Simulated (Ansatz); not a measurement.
Start from PbS (space group P6_3/mmc, No. 194; a = 5.001 Å, c = 5.982 Å; a hypothetical phase, not in the database extracts checked).

Calculations: Ansatz (an electronic-structure program) r2SCAN, no spin-orbit coupling.

Before the change:

- Gap character: direct at H
- Gap between the host's bands: 1.73 eV

Now apply this change: 0.194 electrons added to each cell, a density of 1.5×10^21 cm⁻³, with a uniform compensating background at fixed cell and a 300 K Fermi–Dirac width.

**Question.** Predict the new Fermi level from band edge.

**Answer.** The Fermi level relative to the doped band's edge (positive inside the band; to 0.05 eV) is +0.05 eV.

**Question.** Estimate the effect on the gap character.

**Answer.** The gap character remains direct at H.

**Question.** Predict the new gap between the host's bands.

**Answer.** The gap between the host's bands falls by 0.02 eV (1.73 eV → 1.71 eV).

Charged cell with a jellium background: band edges are those of the host's band count, energies are not comparable with the neutral cell, and many-body gap narrowing is missing. With Pb present, leaving out spin-orbit coupling can change the band edges. Whether these cells are dynamically stable was not tested. The base started in P6_3mc and relaxed to P6_3/mmc at this level.
